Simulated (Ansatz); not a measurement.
WC, response to strain

Take WC (space group P-6m2, No. 187; a = 2.8843 Å, c = 2.8115 Å; relaxed with 0.1 eV smearing) as the base. Axes: x lies along a and z along c of the hexagonal cell.

Strains are applied to the cell and any free atomic positions relax.

The values are results of LDA (Ansatz, a quantum-chemistry and plane-wave program), without spin-orbit coupling, not measurements.

Notes on the quantities. energy relative to the base: free energy F; pressure: mean of the normal stresses, compression positive.

```tsv
case	energy relative to the base	pressure	volume per atom
base	0 meV/atom	0.0 GPa	10.13 Å³
tensor shear ε_xz = +1.71 %	+12 meV/atom	0.5 GPa	10.13 Å³
tensor shear ε_xz = +0.57 %	+1.4 meV/atom	0.1 GPa	10.13 Å³
tensor shear ε_xz = +0.29 %	+0.4 meV/atom	0.0 GPa	10.13 Å³
tensor shear ε_xz = +0.86 %	+3.1 meV/atom	0.1 GPa	10.13 Å³
tensor shear ε_xz = +2.00 %	+17 meV/atom	0.7 GPa	10.12 Å³
tensor shear ε_xz = +1.14 %	+5.4 meV/atom	0.2 GPa	10.13 Å³
tensor shear ε_xz = +1.43 %	+8.5 meV/atom	0.4 GPa	10.13 Å³
```

No phonon test of stability was made. The final runs are not spin-polarised.
